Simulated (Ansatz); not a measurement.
**Sr: element substitutions**

The parent structure is Sr in the fcc (Cu type) structure (space group Fm-3m, No. 225; a = 6.0999 Å).

Each row replaces one element on all its sites; cell and atoms are relaxed.

Level of theory: DFT with r2SCAN, PAW potentials and a 500 eV plane-wave cutoff in Ansatz (a quantum-chemistry and plane-wave program), no spin-orbit coupling.

Candidates:
(a) Sr → Be
(b) Sr → Y
(c) Sr → Ca
(d) Sr → Mg

Base values:

| Property | Value |
|---|---|
| Lattice parameter a | 6.100 Å |

Order them by lattice parameter a, highest first.

(c) Sr → Ca (5.568 Å), (b) Sr → Y (5.102 Å), (d) Sr → Mg (4.497 Å), (a) Sr → Be (3.160 Å)

Stability against distortions was not tested. As relaxed here, Be is a hypothetical phase, not in the database extracts checked. For Mg in this form, whether it has been made was not checked. The final runs are not spin-polarised. This is not the structure that Y has at room temperature and ambient pressure. This is not the structure that Mg has at room temperature and ambient pressure.
